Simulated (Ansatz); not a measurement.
Base system: PbZrO3 in the cubic perovskite structure (space group Pm-3m, No. 221; a cell from a computed database, its experimental status unchecked).

```
CELL_PARAMETERS angstrom
      4.14129     0.00000     0.00000
      0.00000     4.14129     0.00000
      0.00000     0.00000     4.14129
ATOMIC_POSITIONS crystal
  Zr 0.00000 0.00000 0.00000
  Pb 0.50000 0.50000 0.50000
  O  0.50000 0.00000 0.00000
  O  0.00000 0.50000 0.00000
  O  0.00000 0.00000 0.50000
```

Cartesian axes are those of the cell as printed.

Level of theory: Ansatz (a quantum-chemistry and plane-wave program) PBEsol, no SOC.

Strains are applied to the cell and any free atomic positions relax; under stress the whole cell relaxes.

One change was made to it. Results:

```tsv
quantity	base	after
valley order (the lowest conduction-band minima on the path, energy above the VBM, named in the base's zone)	X along ⟨100⟩ 2.34 eV; a point along ⟨111⟩, about 0.7 Å⁻¹ from Γ 3.09 eV; Γ 3.69 eV; a point along ⟨110⟩, about 0.6 Å⁻¹ from Γ 3.77 eV	X along [100] 2.29 eV; X along [010] 2.32 eV; X along [001] 2.33 eV; a point along [11-1], about 0.7 Å⁻¹ from Γ 3.08 eV; Γ 3.66 eV
energy relative to the base (free energy F)	0 meV/atom	+0.6 meV/atom
```

**Question.** Which of these changes matches the shifts?
A. uniaxial stress, 5 GPa tension along x
B. isotropic strain −5.13 %
C. strain tensor (xx, yy, zz, yz, xz, xy) = (−0.21, +0.29, +0.48, −0.24, +0.14, +0.18) %

**Answer.** C, strain tensor (xx, yy, zz, yz, xz, xy) = (−0.21, +0.29, +0.48, −0.24, +0.14, +0.18) %. For comparison, the valley order in the other runs: uniaxial stress, 5 GPa tension along x gives X along [001] 2.22 eV; X along [100] 2.35 eV; Γ 3.60 eV; a point along [011], about 0.6 Å⁻¹ from Γ 3.66 eV; isotropic strain −5.13 % gives X along ⟨100⟩ 2.35 eV; a point along ⟨111⟩, about 0.7 Å⁻¹ from Γ 3.12 eV; Γ 3.64 eV; a point along ⟨110⟩, about 0.6 Å⁻¹ from Γ 4.02 eV.

Spin-orbit coupling, missing from the scalar runs, can matter with Pb. The levels and masses belong to the bands next to the band gap. Stability under load was not tested beyond the relaxation. Many cubic perovskites are stable only at high temperature; tilts and polar distortions were not tested.
